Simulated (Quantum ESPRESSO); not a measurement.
A user runs Quantum ESPRESSO on ZnNi (P4/mmm, 2 atoms in the cell) and asks whether the run is sound. The aim is a self-consistent single point with DFT, LDA (PZ), plane waves, GBRV 1.5 ultrasoft (LDA) pseudopotentials.

Cell that was meant: a = 2.6766 Å, b = 2.6766 Å, c = 3.1584 Å, α = 90.00°, β = 90.00°, γ = 90.00°.

Part of the input:

```fortran
/
&system
 ibrav = 0
 nat = 3
 ntyp = 2
 ecutwfc = 50
 ecutrho = 400
[...]
ATOMIC_POSITIONS alat
Zn    0.5000000000    0.5000000000    0.5899974782
Ni    0.0000000000    0.0000000000    0.0000000000
Ni   -0.1641950000    0.0855240000    0.0249155935
K_POINTS automatic
10 10 8  1 1 1
CELL_PARAMETERS bohr
```

Output (repeated stretches shortened):

```
     G-vector sticks info
     --------------------
     sticks:   dense  smooth     PW     G-vecs:    dense   smooth      PW
   [... lines left out ...]
        k(    1) = (   0.0500000   0.0500000   0.0529663), wk =   0.0050000
        k(    2) = (   0.0500000   0.0500000   0.1588990), wk =   0.0050000
        k(    3) = (   0.0500000   0.0500000   0.2648316), wk =   0.0050000
   [... 397 lines left out ...]

     Dense  grid:    20609 G-vectors     FFT dimensions: (  36,  36,  40)

     Smooth grid:     7287 G-vectors     FFT dimensions: (  24,  24,  27)

     Initial potential from superposition of free atoms

     starting charge      51.9999, renormalised to      56.0000
     Self-consistent Calculation

     iteration #  1     ecut=    50.00 Ry     beta= 0.50

---- Real-time Memory Report at c_bands before calling an iterative solver
           247 MiB given to the printing process from OS
           214 MiB allocation reported by mallinfo(arena+hblkhd)
------------------

     total energy              =   -1002.38753183 Ry
     estimated scf accuracy    <      46.46380953 Ry

     iteration #  2     ecut=    50.00 Ry     beta= 0.50

---- Real-time Memory Report at c_bands before calling an iterative solver
   [... lines left out ...]

---- Real-time Memory Report at c_bands before calling an iterative solver
           312 MiB given to the printing process from OS
           222 MiB allocation reported by mallinfo(arena+hblkhd)
------------------

     total energy              =   -1024.95079915 Ry
     estimated scf accuracy    <          7.5E-10 Ry

     iteration # 13     ecut=    50.00 Ry     beta= 0.50

---- Real-time Memory Report at c_bands before calling an iterative solver
           312 MiB given to the printing process from OS
           222 MiB allocation reported by mallinfo(arena+hblkhd)
------------------
     End of self-consistent calculation

     the Fermi energy is    32.4384 ev

!    total energy              =   -1024.95079915 Ry
     estimated scf accuracy    <          3.0E-11 Ry
     smearing contrib. (-TS)   =      -0.00003473 Ry
     internal energy E=F+TS    =   -1024.95076442 Ry

     convergence has been achieved in  13 iterations

     Forces acting on atoms (cartesian axes, Ry/au):

     atom    1 type  1   force =    -0.12310071    0.09313710    0.06074709
     atom    2 type  2   force =   364.80657326 -190.14595550  -55.36852097
     atom    3 type  2   force =  -364.68347255  190.05281839   55.30777388

     Total force =   586.922550     Total SCF correction =     0.000011

          total   stress  (Ry/bohr**3)                   (kbar)     P=   127463.19
   1.99461621  -1.03329340  -0.30121939       293418.17  -152002.71   -44310.90
  -1.03329340   0.54761232   0.15729094      -152002.71    80556.55    23138.30
  -0.30121939   0.15729094   0.05720304       -44310.90    23138.30     8414.86

   JOB DONE.
```

### Question
Is this run sound? If not, what is wrong?

### Answer
The run is not sound. The fault is one atom entered twice. Two nuclei at or near one point give a huge ion-ion repulsion and overlapping cores, and the electron count is too high as well. To fix it, remove the duplicate atom. The run converged in 13 iterations without an error; against the sound input the pressure goes from -4.62 to 12750 GPa and the largest force goes from 0.000 to 10670 eV/Å.

An input that runs soundly differs in these lines (not the only fix; some lines may just follow from the change or write a value another way):
```diff
- nat = 3
+ nat = 2
-Ni   -0.1641950000    0.0855240000    0.0249155935
```

With that input, the run converged in 15 iterations: free energy E − TS -10945.5719 eV; Fermi level (on the code's own zero) 17.39 eV; pressure -4.62 GPa (DFT, LDA (PZ), plane waves, GBRV 1.5 ultrasoft (LDA) pseudopotentials).

On the sound input: the starting cell comes from a database of computed structures (which also holds hypothetical and non-ambient phases and stackings), without a prior relaxation at this level. Its lattice was rescaled by a random factor within 2.5 % of one. Spin polarisation is off. With a pressure of about -5 GPa the cell is away from its equilibrium volume at this level.
